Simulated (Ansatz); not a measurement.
The parent structure is Sn (space group I4_1/amd, No. 141; a = 5.888 Å, c = 3.185 Å).

Structures relaxed with r2SCAN (Ansatz, an electronic-structure program), scalar-relativistic without spin-orbit coupling, earlier PAW set.

Base:

Simulated powder pattern, Mo Kα, λ = 0.71073 Å (kinematic, ideal powder, no thermal factors, no anomalous dispersion; the 14 strongest lines at most, above 2 %, up to 2θ = 40°):

```tsv
2θ (°)	I/Imax (%)	hkl
13.87	100	(200)
14.58	88	(101)
19.66	40	(220)
20.17	74	(211)
24.56	21	(301)
27.65	29	(112)
27.94	14	(400)
28.31	27	(321)
31.32	20	(420)
31.65	19	(411)
34.15	30	(312)
37.54	16	(501)
39.71	8.9	(332)
39.77	4.4	(103)
```

Now apply this change: full substitution Sn → C; the structure is relaxed again.

Predict the new powder pattern.


Simulated powder pattern, Mo Kα, λ = 0.71073 Å (kinematic, ideal powder, no thermal factors, no anomalous dispersion; the 14 strongest lines at most, above 2 %, up to 2θ = 40°):

| 2θ (°) | I/Imax (%) | hkl |
|---|---|---|
| 19.91 | 100 | (111) |
| 32.80 | 44 | (220) |
| 38.66 | 25 | (311) |

The indices refer to each structure's own conventional cell; one index is shown for lines that coincide. The space group is now Fd-3m (No. 227).

No phonon test of stability was made.
